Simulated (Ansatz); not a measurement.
For LuMgNO (model structure, started from the LaZnOP type, P4/nmm, No. 129, 8 atoms in the cell), LDA in Ansatz (PAW) gives:

| Property | Result |
|---|---|
| lattice parameter a | 3.656 Å |
| c axis length | 7.491 Å |
| bulk modulus | 106 GPa |
| cohesive energy | 6.12 eV/atom |
| band gap | 1.85 eV |

### Question
What does r²SCAN in Ansatz (PAW) give for the same quantities?

### Answer

- lattice constant a: 3.706 Å (goes up by 1.4 %)
- lattice parameter c: 7.650 Å (goes up by 2.1 %)
- bulk modulus: 100 GPa (drops by 5.7 %)
- cohesive energy: 5.37 eV/atom (drops by 0.75 eV/atom)
- band gap: 2.06 eV (increases by 0.21 eV)

Changes are worked out from the printed values.

Unless a cell is named, each level is at its own relaxed cell (LDA 12.52, r²SCAN 13.14 Å³/atom).

Levels without +SOC leave out spin–orbit coupling, which shifts energies and cells of such heavy elements.

Spin–orbit coupling is included only where a level's name says +SOC; with heavier elements it mostly lowers gaps and can invert bands. Density-functional gaps are differences of (generalised) Kohn–Sham levels.

Caveats: the bulk modulus is −V dP/dV from two relaxed cells at ±2 % in volume (LDA, r²SCAN). Ansatz's density-functional and Hartree–Fock values are scalar-relativistic unless marked +SOC, with PAW data made under PBE.

A model structure was made by putting elements into a prototype or built by hand; it is no filed structure, need not be a known phase, and can be a saddle point held by its symmetry.

Ansatz is a first-principles code.
